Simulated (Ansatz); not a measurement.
Results of PBEsol (PAW; Ansatz, a quantum-chemistry and plane-wave program) for NaCaH3 (model structure, started from the KMgH3 type, Pm-3m, No. 221, 5 atoms in the cell).

Numerical settings: plane-wave cutoff 520 eV, 8×8×8 k mesh, Fermi–Dirac smearing 0.01 eV, scalar-relativistic PAW data made under PBE.

The cell is the one relaxed with PBEsol. Conventional cell: a = 4.3143 Å, b = 4.3143 Å, c = 4.3143 Å, α = 90.00°, β = 90.00°, γ = 90.00°.

```yaml
crystal:
  lattice:
    - [4.31433, 0.00000, 0.00000]
    - [0.00000, 4.31433, 0.00000]
    - [0.00000, 0.00000, 4.31433]
  atoms:
    - { symbol: Na, position: [0.00000, 0.00000, 0.00000] }
    - { symbol: Ca, position: [0.50000, 0.50000, 0.50000] }
    - { symbol: H, position: [0.50000, 0.00000, 0.50000] }
    - { symbol: H, position: [0.00000, 0.50000, 0.50000] }
    - { symbol: H, position: [0.50000, 0.50000, 0.00000] }
```

Task: List the 12 lowest band energies at Γ above −25 eV (eV, relative to the valence band maximum), grouping those that round alike.

Result: At Γ: -22.96 (×3), -19.06 (×3), -3.45, -0.50 (×2), 6.72 (×3).

Note: the relaxation could raise the start's symmetry but not lower it, so the cell can be a saddle point.

A model structure was made by putting elements into a prototype or built by hand; it is no filed structure, need not be a known phase, and can be a saddle point held by its symmetry.
